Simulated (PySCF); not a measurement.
PySCF 2.14.0, B3LYP/def2-svpd, df: CC(C)[N][SiH3], charge -1, multiplicity 1, 15 atoms. The geometry is a generated start, not checked to be a minimum at this level.

```json
{
  "task": "energy",
  "method": "b3lyp",
  "basis": "def2-svpd",
  "two_electron_scheme": "density fitting",
  "mol.max_memory": "3000 MB",
  "mf.max_cycle": "100",
  "mf.diis_space": "8 (default)",
  "mf.conv_tol": "1e-09 (default)",
  "mf.grids.level": "3 (default)",
  "basis_functions": "184",
  "grid_points": "173520"
}
```

```xyz
15

C     -1.0921     1.3651     0.1176
C     -0.3268     0.0371     0.3231
C     -1.3621    -1.1038     0.4563
N      0.5367    -0.2128    -0.7682
Si     2.1792    -0.2557    -0.7351
H     -1.8008     1.5526     0.9282
H     -1.6311     1.3246    -0.8269
H     -0.3794     2.1852     0.0693
H      0.1778     0.1181     1.3165
H     -0.8377    -2.0478     0.5876
H     -2.0300    -0.9446     1.3075
H     -1.9527    -1.1635    -0.4565
H      2.8992    -1.3046     0.0952
H      2.6401    -0.5044    -2.1299
H      2.9797     0.9543    -0.2847
```

Charge -1 and multiplicity 1 are set for this test and not shown to be the ground state.

With the defaults (mf.DIIS = CDIIS, mf.diis = true, mf.diis_damp = 0, mf.init_guess = minao, mf.level_shift = 0, mf.damp = 0, mf.diis_start_cycle = 1) it converges in 13 Fock builds. One run each on 2 threads, 1 BLAS thread, with these changes:
- mf.diis_damp = 0.3
- mf.init_guess = atom
- mf.diis = false, mf.damp = 0.7, mf.diis_start_cycle = 999
- mf.DIIS = EDIIS
- mf.diis = false
- mf.level_shift = 0.3 Hartree
- mf.init_guess = 1e
- mf.level_shift = 0.1 Hartree
- mf.damp = 0.7, mf.diis_start_cycle = 8

Q: Name the settings that don't reach the solution of the defaults.

A: No convergence: mf.DIIS = EDIIS; mf.diis = false (the run ends without SCF convergence in 100 cycles). The rest reach the solution of the defaults.

```csv
setting,Fock builds,end
mf.diis_damp = 0.3,12,same solution
the defaults,13,same solution
mf.init_guess = atom,14,same solution
mf.level_shift = 0.1 Hartree,14,same solution
"mf.damp = 0.7, mf.diis_start_cycle = 8",16,same solution
mf.level_shift = 0.3 Hartree,18,same solution
mf.init_guess = 1e,18,same solution
"mf.diis = false, mf.damp = 0.7, mf.diis_start_cycle = 999",28,same solution
mf.DIIS = EDIIS,101,no convergence
mf.diis = false,101,no convergence
```
